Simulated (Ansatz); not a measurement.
## bcc Nb: the defect H interstitial

Method: PBE, PAW (plane waves to 420 eV; Ansatz, a first-principles code). Cell and caveats: 54-site cell; 4×4×4 shifted k-points; start: void with 4Nb nearest; energies good to tenths of an eV; the relaxation kept the symmetry of the starting site.

Neighbours after relaxation, in Å: of the H atom: Nb 1.92, Nb 1.92, Nb 1.92, Nb 1.92.

Formation energies E_f are those of the neutral cell. Chemical conditions: host crystal and elements as references (Δμ(H) = 0.00 eV; H taken from its element, since no compound that bounds it was computed at this level; only phases computed here count, gases as isolated molecules at 0 K). Reference phases: H: H2 molecule in a box.

The name describes the start; the neighbours show where the added atom ended.

```tsv
charge	moment (μB)	point group	largest move off a lattice site (Å)	E_f, host crystal and elements as references (eV)
0	not spin-polarised	D2d	0.07	-0.39
```

Point groups are those of the whole cell at tolerances of 0.03 and 0.1 Å ("near" where only the looser one holds); none is given for unsettled states.

No other site or start that was run ended lower by more than 0.1 eV.
